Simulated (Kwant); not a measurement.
Kwant, Hückel tight-binding model, one pz orbital an atom, one spin, coherent transport at 0 K. Conductance is in e²/h.

System: π system C=Cc1ccccc1 between two chain leads. The π system is taken as planar. Atoms are numbered from 0 in the order of the SMILES. Site energies (eV, carbon 0): [0.0, 0.0, 0.0, 0.0, 0.0, 0.0, 0.0, 0.0]. Bonds (i, j, β in eV): (0,1,-2.4) (1,2,-2.4) (2,3,-2.4) (3,4,-2.4) (4,5,-2.4) (5,6,-2.4) (6,7,-2.4) (7,2,-2.4). Leads: chains of hopping −3.6 eV, joined by −0.72 eV to atoms 3 and 7.

Site energies and bond integrals are typed Hückel values.

Sweep values stay those of the base run.

One input was changed, with this effect: transmission at E = 0 < 1e-12 → 0.0036.

Q: Which change was it?
(A) contacts moved from atoms [3, 7] to [1, 4]
(B) contacts moved from atoms [3, 7] to [0, 5]
(C) contacts moved from atoms [3, 7] to [0, 4]
(D) contacts moved from atoms [3, 7] to [4, 6]
(E) contacts moved from atoms [3, 7] to [0, 1]
(F) contacts moved from atoms [3, 7] to [3, 5]

A: B, contacts moved from atoms [3, 7] to [0, 5]
